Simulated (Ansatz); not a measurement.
Take Mo in the bcc (W type) structure (space group Im-3m, No. 229; a = 3.1509 Å) as the base.

Computed with r2SCAN, PAW, 500 eV (Ansatz, a first-principles code; no spin-orbit coupling), earlier PAW set.

Base values:

- Volume per atom = 15.64 Å³

One thing is altered: a hydrostatic pressure of 30 GPa.

Problem. Estimate the effect on the volume per atom.

Solution. The volume per atom falls by 1.36 Å³ (15.64 Å³ → 14.28 Å³).

Load acts through the strain it causes; cell and atoms are relaxed under it. No phonon test of stability was made. No other phases were tried under pressure. All final runs are without spin polarisation.
